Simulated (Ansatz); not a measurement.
How far PBE and r2SCAN part for MoSi2, pressure 7 GPa

Start from MoSi₂ (space group I4/mmm, No. 139; a = 3.2169 Å, c = 7.8730 Å).

(Cell as relaxed with PBE.)

Levels (all Ansatz, a quantum-chemistry and plane-wave program, PAW): PBE (420 eV, no SOC); r2SCAN (500 eV, spin-orbit coupling left out).

Each level relaxes its own structure.

| base | PBE | r2SCAN |
|---|---|---|
| volume per atom | 13.58 Å³ | 13.36 Å³ |
| lattice parameter a | 321.7 pm | 320.2 pm |
| band gap | zero | zero |

Perturbation: a hydrostatic pressure of 7 GPa.

| quantity | PBE | r2SCAN |
|---|---|---|
| shortest interatomic distance | 258.0 pm | ___ |
| c/a ratio | 2.453 | ___ |

Problem. What does r2SCAN give?

Solution. 
- shortest interatomic distance, r2SCAN: 256.1 pm
- c/a ratio, r2SCAN: 2.448

PBE's shortest interatomic distance lies 1.83 pm above r2SCAN's (0.7 %); PBE's c/a ratio lies 0.005 above r2SCAN's. Neither level is exact; r2SCAN is the comparison here, not a measurement.

A case with no gap was solved on a k-mesh chosen for an insulator, which is coarse for it. Load acts through the strain it causes; cell and atoms are relaxed under it. Whether these cells are dynamically stable was not tested. No other phases were tried under pressure. All final runs are without spin polarisation.
